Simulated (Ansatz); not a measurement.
**How far a parabola holds: energy against volume of L1₂ (Cu3Au-type) Cu3Au**

L1₂ (Cu3Au-type) Cu3Au, treated with LDA (PAW; Ansatz, a program for electronic structure). Settings: plane-wave cutoff 520 eV, 14×14×14 k mesh, Fermi–Dirac smearing 0.05 eV, no spin polarisation, scalar-relativistic PAW data made under PBE. The cell has no free parameter but its volume, all volumes share cutoff and mesh, and the runs aren't spin-polarised. Energies are free energies at the run's smearing, counted from the lowest row; static lattice.

| V (Å³/atom) | E (meV/atom) |
|---|---|
| 11.622 | ? |
| 11.869 | 13.23 |
| 12.116 | 3.27 |
| 12.363 | 0.00 |
| 12.611 | 2.65 |
| 12.858 | 10.52 |

Question: Fit E against V with a parabola, and predict the withheld value at V = 11.622.

Answer: With u = V - 12.36, the rows have u = -0.49100, -0.24400, 0.00300, 0.25100, 0.49800. Least squares gives E = -0.002 - 2.782·u + 48.600·u². Residuals (row less fit): 0.150, -0.300, 0.010, 0.288, -0.146; standard error 0.329 (degrees of freedom: 2). The fitted curve has its minimum at V = 12.4, where E = -0.04. Its curvature is d²E/dV² = 2 × 48.600 meV/Å⁶, so B = V0·d²E/dV² × 0.1602 = 193 GPa. At the withheld row, u = -0.73800, so E = -0.002 - 2.782 × (-0.73800) + 48.600 × (-0.73800)² = 28.521 meV/atom. The calculation gives 30.75 meV/atom, 2.229 meV/atom above the prediction (7.2 % of the range of E in the table). The row lies outside the fitted rows, so this is an extrapolation. From the scatter of the fitted rows alone, a prediction at this place has a standard error of 0.779 meV/atom, so the miss is 2.9 times that.

The residuals are curvature that a parabola lacks, not noise. A solid that stiffens under compression and softens on expansion lies above the parabola at the compressed end and under it at the expanded end, as this row does. A third-order Birch-Murnaghan fit to the whole scan has B0 = 191 GPa. Only scans are tabulated whose curvature falls smoothly with volume, and where the parabola meets the shown rows within 5 % of their range and misses the end by 0.1 meV or more.

Spin–orbit coupling is not included; it can shift volumes and moduli of such heavy elements.
